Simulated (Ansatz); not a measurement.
Abridged Ansatz (a program for electronic structure) output:

```
Relaxation: its limit of steps is 50 (relax.max_steps)
Pseudopotential: Al, paw, valence charge 3
Pseudopotential: Ti, paw, valence charge 12
Crystal: 2 atoms, lattice volume = 32.092 Å³
Basis set: ecut = 500 eV, 821 PW (Γ), exchange–correlation on 96×96×120 points (64 copies of the dense FFT grid, shifted against one another)
Bands: 12, of which v1, the nominal top of the filled ones, is band 8 counted from 1 (7 counted from 0)
Symmetry: 2 space group operations
k-points: 2804 of 5600
Functional: x = r2scan, c = r2scan; τ floored in thin density (d = 2e-4 eV/Å³)
SCF iter   1: F=—  HF=-3045.794554 eV  |F-HF|=—  |Δ(HF+E_count)|=         —  Δρ=4.97e-2  dr2=7.38e-1  dr2_τ=3.46e-2  ethr=3.10e-3  ⟨swp⟩=4.5  Hψ=169405  notcnv=0
SCF iter   2: F=—  HF=-3045.730566 eV  |F-HF|=—  |Δ(HF+E_count)|=   6.40e-2  Δρ=2.32e-2  dr2=2.08e-1  dr2_τ=3.12e-3  ethr=3.10e-3  ⟨swp⟩=2.7  Hψ=81895  notcnv=0
SCF 1 converged in 10 iterations: F = -3045.699729 eV  dr2 = 1.04e-11
relax step   1: F+E_penalty+E_count = -3045.69972879 eV  Δ(F+E_penalty+E_count) = +0.000e0 eV  max|allowed force component| = 0.000e0 eV/Å  Δτ_max = 0.0000 Å  (10 SCF iters, accepted)
Crystal: 2 atoms, lattice volume = 32.092 Å³
SCF iter   1: F=—  HF=-3045.699729 eV  |F-HF|=—  |Δ(HF+E_count)|=         —  Δρ=1.71e-7  dr2=1.04e-11  dr2_τ=5.51e-13  ethr=1.00e-12  ⟨swp⟩=1.1  Hψ=181997  notcnv=0
SCF iter   2: F=-3045.699729 eV  HF=-3045.699729 eV  |F-HF|=6.37e-12  |Δ(HF+E_count)|=  2.73e-12  Δρ=1.41e-7  dr2=8.86e-12  dr2_τ=3.96e-13  ethr=1.00e-12  ⟨swp⟩=3.0  Hψ=87321  notcnv=0
SCF 2 converged in 2 iterations: F = -3045.699729 eV  dr2 = 8.86e-12
SCF converged after 2 iterations
Free energy (F): -3045.699729 eV
Internal energy: -3045.646691 eV  (E = F + TS)
E sigma→0 (E₀):  -3045.673210 eV
Entropy (-TS):   -0.053038 eV (-26.519 meV/atom)
Fermi energy:    11.091945 eV
--- Forces (eV/Å), atoms counted from 1 ---
  atom   1  Al     0.00000000     0.00000000     0.00000000
  atom   2  Ti     0.00000000     0.00000000     0.00000000
--- Stress (GPa, compression-positive) ---
       -1.627438      -0.661204       3.626110
       -0.661205       1.430941       1.111029
        3.626108       1.111031       1.095135
  P = ⅓ Tr σ = 0.2995 GPa (2.995 kbar)
--- Relaxed structure (1 steps of the walk, 1 accepted, 0 SCFs on fresh bases) ---
  atoms:
    - { symbol: Al, position: [0.5, 0.5, 0.5] }
    - { symbol: Ti, position: [0.0, 0.0, 0.0] }
```

Problem. What was computed, and what are the main results?

Solution. TiAl, 2 atoms in the cell, with r2SCAN/PAW in Ansatz, scalar-relativistic without spin-orbit coupling, earlier PAW set. The last SCF converged to F = -3045.699729 eV, or -1522.8499 eV per atom, at a pressure of 0.30 GPa. The total energy compares only with runs of the same code, potentials and settings.

The cells carry an imposed strain or load. Stability against distortions was not tested. The final runs are not spin-polarised. The cell was made from TiAl (space group P4/mmm, No. 123) by this change: strain tensor (xx, yy, zz, yz, xz, xy) = (+1.41, −0.64, −0.86, −0.49, −1.46, +0.71) %.

Keys are those of Ansatz 0.2.
